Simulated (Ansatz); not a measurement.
Abridged Ansatz (an electronic-structure program) output:

```
Relaxation: its limit of steps is 50 (relax.max_steps)
Pseudopotential: Bi, paw, valence charge 15
Pseudopotential: Te, paw, valence charge 16
Crystal: 5 atoms, lattice volume = 178.764 Å³
Basis set: ecut = 500 eV, 4509 PW (Γ), exchange–correlation on 240×240×240 points (27 copies of the dense FFT grid, shifted against one another)
Bands: 47, of which v1, the nominal top of the filled ones, is band 39 counted from 1 (38 counted from 0)
Symmetry: 4 space group operations
k-points: 205 of 729
Functional: x = r2scan, c = r2scan + rvv10(b = 11.95, C = 0.0093); τ floored in thin density (d = 2e-4 eV/Å³)
SCF iter   1: F=—  HF=-45800.005979 eV  |F-HF|=—  |Δ(HF+E_count)|=         —  Δρ=1.66e-2  dr2=8.09e-1  dr2_τ=1.31e-2  ethr=1.06e-3  ⟨swp⟩=1.6  Hψ=58496  notcnv=0
SCF iter   2: F=—  HF=-45800.017781 eV  |F-HF|=—  |Δ(HF+E_count)|=   1.18e-2  Δρ=9.59e-3  dr2=2.08e-1  dr2_τ=3.38e-3  ethr=1.04e-3  ⟨swp⟩=3.0  Hψ=13790  notcnv=0
SCF 1 converged in 10 iterations: F = -45800.039352 eV  dr2 = 2.19e-10
relax step   1: F+E_penalty+E_count = -45800.03935220 eV  Δ(F+E_penalty+E_count) = +0.000e0 eV  max|allowed force component| = 1.154e-1 eV/Å  Δτ_max = 0.0000 Å  (10 SCF iters, accepted)
Crystal: 5 atoms, lattice volume = 178.764 Å³
SCF iter   1: F=—  HF=-45799.971123 eV  |F-HF|=—  |Δ(HF+E_count)|=         —  Δρ=1.64e-3  dr2=2.98e-3  dr2_τ=7.17e-2  ethr=3.86e-6  ⟨swp⟩=2.9  Hψ=45395  notcnv=0  defer=288
SCF iter   2: F=—  HF=-45800.041850 eV  |F-HF|=—  |Δ(HF+E_count)|=   7.07e-2  Δρ=9.69e-4  dr2=1.16e-3  dr2_τ=2.47e-5  ethr=3.83e-6  ⟨swp⟩=2.2  Hψ=18429  notcnv=0  defer=288
SCF 2 converged in 9 iterations: F = -45800.042167 eV  dr2 = 2.25e-10
relax step   2: F+E_penalty+E_count = -45800.04216721 eV  Δ(F+E_penalty+E_count) = -2.815e-3 eV  max|allowed force component| = 8.412e-2 eV/Å  Δτ_max = 0.0637 Å  (9 SCF iters, accepted)
Crystal: 5 atoms, lattice volume = 178.764 Å³
SCF iter   1: F=—  HF=-45800.034579 eV  |F-HF|=—  |Δ(HF+E_count)|=         —  Δρ=6.54e-4  dr2=5.76e-4  dr2_τ=1.10e-2  ethr=6.00e-6  ⟨swp⟩=9.5  Hψ=37867  notcnv=0  defer=301
SCF iter   2: F=—  HF=-45800.043803 eV  |F-HF|=—  |Δ(HF+E_count)|=   9.22e-3  Δρ=4.03e-4  dr2=2.28e-4  dr2_τ=4.29e-6  ethr=7.38e-7  ⟨swp⟩=2.2  Hψ=19628  notcnv=0  defer=299
SCF 3 converged in 9 iterations: F = -45800.043828 eV  dr2 = 5.37e-11
relax step   3: F+E_penalty+E_count = -45800.04382824 eV  Δ(F+E_penalty+E_count) = -1.661e-3 eV  max|allowed force component| = 6.589e-3 eV/Å  Δτ_max = 0.0256 Å  (9 SCF iters, accepted)
Crystal: 5 atoms, lattice volume = 178.764 Å³
[...]
SCF 6 converged in 2 iterations: F = -45800.043855 eV  dr2 = 1.21e-11
SCF converged after 2 iterations
Free energy (F): -45800.043855 eV
Internal energy: -45800.043839 eV  (E = F + TS)
E sigma→0 (E₀):  -45800.043847 eV
Entropy (-TS):   -0.000017 eV (-0.003 meV/atom)
Fermi energy:    8.482127 eV
--- Forces (eV/Å), atoms counted from 1 ---
  atom   1  Bi     0.00000000    -0.00171968     0.00075133
  atom   2  Bi     0.00000000     0.00171968    -0.00075133
  atom   3  Te     0.00000000     0.00000000     0.00000000
  atom   4  Te     0.00000000    -0.00090711     0.00031722
  atom   5  Te     0.00000000     0.00090711    -0.00031722
--- Stress (GPa, compression-positive) ---
       -0.367729       0.000000       0.000000
        0.000000      -1.400970      -0.182450
        0.000000      -0.182450      -0.355123
  P = ⅓ Tr σ = -0.7079 GPa (-7.079 kbar)
--- Relaxed structure (5 steps of the walk, 5 accepted, 0 SCFs on fresh bases) ---
  atoms:
    - { symbol: Bi, position: [0.39594355942822407, 0.39594355942822407, 0.4021421569707575] }
    - { symbol: Bi, position: [0.6040564405717761, 0.6040564405717761, 0.5978578430292426] }
    - { symbol: Te, position: [-4.5319837349896354e-20, -4.5319837349896354e-20, 8.856721526080392e-20] }
    - { symbol: Te, position: [0.21848883542580613, 0.21848883542580613, 0.2070841296618225] }
    - { symbol: Te, position: [0.781511164574194, 0.781511164574194, 0.7929158703381777] }
```

Q: What was computed, and what are the main results?

A: Bi2Te3, 5 atoms in the cell, with r2SCAN+rVV10, PAW, 500 eV (Ansatz; no spin-orbit coupling), earlier PAW set. The last SCF converged to F = -45800.043855 eV, or -9160.0088 eV per atom, at a pressure of -0.71 GPa. The total energy compares only with runs of the same code, potentials and settings.

With Bi and Te present, leaving out spin-orbit coupling can change the band edges. The cells carry an imposed strain or load. Stability against distortions was not tested. The cell was made from Bi2Te3 in the Bi2Te3 type structure (space group R-3m, No. 166) by this change: uniaxial strain ε_yy = +2.11 %.

Keys are those of Ansatz 0.2.
